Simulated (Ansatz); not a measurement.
TaAs (model structure, started from the WC type, P-6m2, No. 187, 2 atoms in the cell)

All values below come from LDA (Ansatz, a first-principles code, PAW).

Run with plane-wave cutoff 520 eV, 18×18×16 k mesh (along the axes of the cell as run), Fermi–Dirac smearing 0.05 eV, scalar-relativistic PAW data made under PBE.

Cell (relaxed at this level):

Space group P-6m2 (No. 187); a = 3.349 Å, b = 3.349 Å, c = 3.432 Å, α = 90.00°, β = 90.00°, γ = 120.00°

| atom | site | symmetry | x | y | z |
|---|---|---|---|---|---|
| Ta | 1a | -6m2 | 0.0000 | 0.0000 | 0.0000 |
| As | 1f | -6m2 | 0.6667 | 0.3333 | 0.5000 |

```yaml
band_gap: zero (no gap)
bulk modulus B0: 190 GPa
```

Note: the bulk modulus is −V dP/dV from two relaxed cells at ±2 % in volume; the relaxation could raise the start's symmetry but not lower it, so the cell can be a saddle point.

Spin–orbit coupling is not included; it can open a gap where bands touch, and shift volumes and moduli.

Cost on a shared machine: about 2.0 core-minutes (a rough figure).

A model structure was made by putting elements into a prototype or built by hand; it is no filed structure, need not be a known phase, and can be a saddle point held by its symmetry.
